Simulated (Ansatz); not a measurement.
**Ir, pressure series**

Consider Ir in the fcc (Cu type) structure (space group Fm-3m, No. 225; a = 3.811 Å).

Cell and atoms are relaxed at each pressure.

The values are results of Ansatz (a quantum-chemistry and plane-wave program) LDA, scalar-relativistic without spin-orbit coupling, not measurements.

Notes on the quantities. enthalpy: H = E + PV relative to the base's energy.

| case | volume per atom | enthalpy |
|---|---|---|
| base | 13.84 Å³ | – |
| pressure −2 GPa | 13.91 Å³ | -0.17 eV/atom |
| pressure −1 GPa | 13.87 Å³ | -0.09 eV/atom |
| pressure 0.9 GPa | 13.81 Å³ | +0.08 eV/atom |
| pressure 2.1 GPa | 13.77 Å³ | +0.18 eV/atom |
| pressure 4.5 GPa | 13.69 Å³ | +0.39 eV/atom |
| pressure 9 GPa | [?] | +0.77 eV/atom |
| pressure 15 GPa | 13.38 Å³ | +1.27 eV/atom |
| pressure 22.5 GPa | 13.18 Å³ | +1.89 eV/atom |
| pressure 30 GPa | 12.99 Å³ | +2.51 eV/atom |

Problem. What belongs in the blanks?

Solution. 
- pressure 9 GPa, volume per atom: 13.55 Å³

Load acts through the strain it causes; cell and atoms are relaxed under it. Stability against distortions was not tested. No other phases were tried under pressure. The final runs are not spin-polarised.
